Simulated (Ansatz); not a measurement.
**A computed series for Si: response to strain**

Base system: Si (space group Ia-3, No. 206; a = 6.602 Å). Axes: x, y, z lie along the cube axes.

Strains are applied to the cell and any free atomic positions relax; under biaxial strain the out-of-plane vector relaxes too.

The values are results of PBEsol (Ansatz, a first-principles code), scalar-relativistic without spin-orbit coupling, not measurements.

Notes on the quantities. energy relative to the base: free energy F; pressure: mean of the normal stresses, compression positive.

| case | energy relative to the base | shortest interatomic distance | pressure |
|---|---|---|---|
| base | 0 meV/atom | 2.340 Å | 0.0 GPa |
| biaxial strain +0.99 %, plane normal [001], relaxed out of plane | +2.1 meV/atom | 2.342 Å | -1.3 GPa |
| biaxial strain +2.39 %, plane normal [001], relaxed out of plane | +12 meV/atom | 2.348 Å | -2.9 GPa |
| isotropic strain +2.63 % | ? | 2.354 Å | ? |
| tensor shear ε_xy = −2.04 % | +5.8 meV/atom | 2.340 Å | 0.0 GPa |

Q: Some entries are withheld; estimate them.

A: 
- isotropic strain +2.63 %, energy relative to the base: +29 meV/atom
- isotropic strain +2.63 %, pressure: -6.0 GPa

Whether these cells are dynamically stable was not tested. This is not the structure that Si has at room temperature and ambient pressure.
